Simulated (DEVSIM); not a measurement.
Device: Schottky contact on n-type Si, at 300 K.

| layer (left to right) | material | thickness (μm) | Nd (cm⁻³) | τn (s) | τp (s) |
|---|---|---|---|---|---|
| 1 | Si | 0.520 | 2e15 | 1.6e-6 | 1.6e-6 |

Left contact: Schottky, work function 4.67 eV, emission velocity 7.6e6 cm/s. Right contact: ohmic. Voltage is applied to the left contact. Recombination: SRH at mid-gap. Mobility is constant in doping.

The device is made up for the run: typed textbook-type constants, with dimensions and the other settings drawn at random. Values at 300 K; Nc and Nv go as T^1.5, mobilities as T to minus their exponent, the gap by Varshni's rule with the affinity fixed.

```tsv
parameter	Si
gap (eV)	1.124
affinity (eV)	4.05
permittivity	11.7
Nc (cm⁻³)	2.86e19
Nv (cm⁻³)	3.1e19
μn (cm²/Vs)	1417
μp (cm²/Vs)	470
T exponent of μn	2.3
T exponent of μp	2.2
Varshni α (eV/K)	0.000473
Varshni β (K)	636
```

DEVSIM, 1D drift-diffusion, Boltzmann statistics, complete ionisation; no tunnelling, impact ionisation, image-force lowering or self-heating. Metal contacts follow the ideal Schottky-Mott rule: no Fermi-level pinning, no interface dipoles.

The temperature was swept, all else fixed.

```tsv
temperature (K)	dark forward voltage at 100 A/cm² (V)	potential step across the device at zero bias (V)	largest field in the device at zero bias (V/cm)
250	0.373	0.420	16000
300	0.323	0.373	15000
350	?	0.324	?
400	0.226	0.275	12000
450	0.178	0.225	11000
500	0.123	0.176	10000
```

Q: Fill in the missing entries.

A: 
- 350, dark forward voltage at 100 A/cm² (V): 0.274
- 350, largest field in the device at zero bias (V/cm): 14000
